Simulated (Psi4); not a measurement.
Psi4 1.11, unrestricted TPSS/def2-tzvp: Ag(F) anion ([F][Ag]), charge -1, multiplicity 2, 2 atoms. The geometry is a generated start, not checked to be a minimum at this level.

```
Item                                                  Value
--------------------------  -------------------------------
task                                                 energy
method                                                 tpss
basis                                             def2-tzvp
memory                                                 3 GB
maxiter                                                 100
keys of the molecule block                      symmetry c1
scf_type                                       df (default)
e_convergence                               1e-06 (default)
d_convergence                               1e-06 (default)
dft_radial_points                              75 (default)
dft_spherical_points                          302 (default)
effective core potentials   those of the basis set, past Kr
basis functions                                          71
grid points                                           43157
```

```xyz
2

Ag    -0.5012    -0.4602    -0.7136
F      0.5012     0.4602     0.7136
```

Charge -1 and multiplicity 2 are set for this test and not shown to be the ground state.

With the defaults (diis = true, scf_initial_accelerator = adiis, damping_percentage = 0, level_shift = 0, level_shift_cutoff = 0.01, diis_max_vecs = 10, guess = auto, which took SAD, diis_start = 1) it converges in 10 SCF iterations. One run each on 2 threads, with these changes:
- scf_initial_accelerator = ediis
- diis = false, scf_initial_accelerator = none, damping_percentage = 60
- diis_max_vecs = 20
- damping_percentage = 20
- guess = huckel
- level_shift = 0.5, level_shift_cutoff = 0.001
- diis_max_vecs = 3
- scf_initial_accelerator = none
- diis_start = 4

Q: Which runs fail or end elsewhere than the default run?

A: No convergence: diis = false, scf_initial_accelerator = none, damping_percentage = 60 (the run ends without SCF convergence in 100 iterations). The rest reach the solution of the defaults.

| setting | SCF iterations | end |
|---|---|---|
| the defaults | 10 | same solution |
| diis_max_vecs = 20 | 10 | same solution |
| guess = huckel | 10 | same solution |
| scf_initial_accelerator = none | 10 | same solution |
| scf_initial_accelerator = ediis | 10 | same solution |
| level_shift = 0.5, level_shift_cutoff = 0.001 | 11 | same solution |
| diis_max_vecs = 3 | 14 | same solution |
| diis_start = 4 | 16 | same solution |
| damping_percentage = 20 | 24 | same solution |
| diis = false, scf_initial_accelerator = none, damping_percentage = 60 | 100 | no convergence |

1 further run of the study ended by our limits or in an error and is left out.
